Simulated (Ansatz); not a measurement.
We consider Ag (model structure, P6/mmm, No. 191, 1 atoms in the cell), described by PBEsol (PAW; Ansatz, an electronic-structure program).

Numerical settings: plane-wave cutoff 520 eV, 24×24×22 k mesh (along the axes of the cell as run), Fermi–Dirac smearing 0.05 eV, no spin polarisation, scalar-relativistic PAW data made under PBE.

Cell (relaxed at this level):

```
CELL_PARAMETERS angstrom
      2.77767     0.00000     0.00000
     -1.38884     2.40554     0.00000
      0.00000     0.00000     2.70618
ATOMIC_POSITIONS crystal
  Ag 0.00000 0.00000 0.00000
```

Problem. What does this level give for the bulk modulus?

Solution. 
- bulk modulus: 101 GPa

The run finds no gap.

Note: the bulk modulus is −V dP/dV from two relaxed cells at ±2 % in volume; the relaxation could raise the start's symmetry but not lower it, so the cell can be a saddle point.

Static lattice: no zero-point or thermal effects.

A model structure was made by putting elements into a prototype or built by hand; it is no filed structure, need not be a known phase, and can be a saddle point held by its symmetry.
